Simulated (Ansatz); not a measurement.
# BN under a change: uniaxial strain ε_zz = +0.60 %

The parent structure is BN (space group P6_3/mmc, No. 194; a = 2.506 Å, c = 6.615 Å; layered, stacked along the Cartesian z axis). Axes: x lies along a and z along c of the hexagonal cell.

It is then changed as follows: the cell is stretched by 0.60 % along z with no lateral relaxation; the atoms relax in the strained cell.

Computed with PBE-D3(BJ), PAW, 420 eV (Ansatz, a quantum-chemistry and plane-wave program; scalar-relativistic without spin-orbit coupling). k-mesh 15×15×5 (Γ-centred); smearing 0.05 eV (Fermi–Dirac).

```csv
quantity,base,changed,shift
volume per atom,9.00 Å³,9.05 Å³,+0.05 Å³
space group,P6_3/mmc (No. 194),P6_3/mmc (No. 194),–
shortest interatomic distance,1.447 Å,1.447 Å,0.000 Å
energy relative to the base (free energy F),0 meV/atom,0.0 meV/atom,0.0 meV/atom
"pressure (mean of the normal stresses, compression positive)",0.00 GPa,-0.05 GPa,-0.05 GPa
band gap,4.24 eV,4.25 eV,+0.01 eV
gap character,"indirect, k = (0.267, 1/3, 0) in the run's primitive reciprocal basis → M","indirect, k = (0.267, 1/3, 0) in the run's primitive reciprocal basis → M",–
width of the top valence band,3.22 eV,3.21 eV,-0.004 eV
"stress (xx, yy, zz, yz, xz, xy; compression positive)",–,"(0.01, 0.01, -0.17, 0.00, 0.00, 0.00) GPa",–
```

Cost of the whole job for the changed cell (relaxation, final SCF and bands): about 5 core-seconds (a rough figure).

Stability against distortions was not tested.
